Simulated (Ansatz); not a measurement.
Start from BAs in the zinc blende structure (space group F-43m, No. 216; a = 4.7322 Å). Axes: x, y, z lie along the cube axes.

The values are results of LDA (Ansatz, a quantum-chemistry and plane-wave program, PAW, no spin-orbit coupling), not measurements.

Now apply this change: the cell is stretched by 0.50 % along z with no lateral relaxation, atoms relaxed at fixed cell.

Problem. Predict the stress tensor and what it implies for the stiffness.

Solution. Stress of the strained cell less that of the base (GPa, compression positive):
```
  -0.37    0.00    0.00
   0.00   -0.37    0.00
   0.00    0.00   -1.44
```

Then −Δσ_ii/ε with ε = 0.0050 gives relaxed-ion elastic constants: C33 ≈ 288 GPa, C13 ≈ 74 GPa and C23 ≈ 74 GPa.

Stability against distortions was not tested.
